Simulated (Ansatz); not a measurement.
Start from SiC (space group P6_3mc, No. 186; a = 3.0781 Å, c = 10.0762 Å).

Level of theory: PBEsol/PAW in Ansatz (a program for electronic structure), no spin-orbit coupling.

One change was made to it. Results:

The valence-band top at Γ (three highest levels, from the VBM) becomes 0.00, 0.00, -0.03 eV (base: 0.00, 0.00, -0.05 eV); the shortest interatomic distance falls by 0.134 Å, from 1.883 Å to 1.749 Å; the band gap grows by 0.025 eV to 2.14 eV; the smallest direct gap goes up by 0.06 eV, from 3.24 eV to 3.30 eV; the density grows by 0.80 g/cm³, from 3.22 g/cm³ to 4.02 g/cm³.

What was done to the base?
A. pressure 15 GPa
B. pressure 75 GPa
C. pressure 7 GPa
D. pressure 3 GPa
E. pressure −2 GPa

B, pressure 75 GPa. For comparison, the valence-band top at Γ in the other runs: pressure 15 GPa gives 0.00, 0.00, -0.05 eV; pressure 7 GPa gives 0.00, 0.00, -0.05 eV; pressure 3 GPa gives 0.00, 0.00, -0.05 eV; pressure −2 GPa gives 0.00, 0.00, -0.05 eV.

Load acts through the strain it causes; cell and atoms are relaxed under it. Stability against distortions was not tested. No other phases were tried under pressure.
